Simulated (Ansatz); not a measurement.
## CdGeAs2, carrier doping

Base system: CdGeAs$_{2}$ in the chalcopyrite structure (space group I-42d, No. 122; a = 6.0473 Å, c = 11.4897 Å).

Carriers are added at fixed cell with a uniform background; the Fermi–Dirac width is that of 300 K.

Level of theory: PBE/PAW in Ansatz (a program for electronic structure), spin-orbit coupling left out.

Candidates:
(a) electrons 3.0×10^21 cm⁻³
(b) holes 3.0×10^21 cm⁻³
(c) holes 7.0×10^21 cm⁻³

Notes on the quantities. Fermi level from band edge: Fermi level relative to the doped band's edge (positive inside the band; to 0.05 eV).

Order them by Fermi level from band edge, lowest first.

(b) holes 3.0×10^21 cm⁻³ (+0.40 eV), (c) holes 7.0×10^21 cm⁻³ (+0.55 eV), (a) electrons 3.0×10^21 cm⁻³ (+1.00 eV)

Carriers are added with a uniform compensating background; total energy and stress of such cells depend on the potential's zero and are not compared; many-body gap narrowing is missing at this level. No phonon test of stability was made.
